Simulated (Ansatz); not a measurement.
Input:

```
BeS
1.0
    0.00000     2.41368     2.41368
    2.41368     0.00000     2.41368
    2.41368     2.41368     0.00000
Be S
1 1
Direct
  0.00000   0.00000   0.00000
  0.25000   0.25000   0.25000
```

No spin polarisation.

The values are results of Kohn–Sham DFT with the PBE functional, run in Ansatz (a program for electronic structure) with PAW and 420 eV plane waves, spin-orbit coupling left out, not measurements. Settings: 12×12×12 k-points, 0.05 eV Fermi–Dirac smearing.

Predict the band gap, gap character and hole mass.

The band gap is 3.08 eV and the gap character is indirect, Γ → X. The hole mass (degenerate bands, along [100]) is 0.34, 0.55, 0.55 mₑ (at Γ).

The cells carry an imposed strain or load. Masses are band curvatures over ±0.01 Å⁻¹ around the edge. No phonon test of stability was made. The cell was made from BeS in the zinc blende structure (space group F-43m, No. 216) by this change: isotropic strain −1.00 %.
